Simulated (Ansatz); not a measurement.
## NbRu (space group P2/m, No. 10; a hypothetical phase, not in the database extracts checked)

Space group P2/m (No. 10); a = 4.557 Å, b = 3.036 Å, c = 6.880 Å, α = γ = 90.00°, β = 102.94°

```
atom  site  symmetry       x       y       z
----  ----  --------  ------  ------  ------
Nb      2m         m  0.3094  0.0000  0.6766
Nb      1a       2/m  0.0000  0.0000  0.0000
Ru      1e       2/m  0.5000  0.5000  0.0000
Ru      2n         m  0.2058  0.5000  0.3479
```

Computed with PBEsol, PAW, 420 eV (Ansatz, a quantum-chemistry and plane-wave program; without spin-orbit coupling). Γ-centred 11×15×7 mesh, Fermi–Dirac width 0.05 eV.

```json
{
  "volume_per_atom": "15.46 Å³",
  "density": "10.42 g/cm³",
  "band_gap": "zero",
  "total_energy": "-5156.170 eV/atom (σ→0; compares only within this code and set-up)"
}
```

No phonon test of stability was made. All final runs are without spin polarisation. An odd electron count without spin: NbRu.
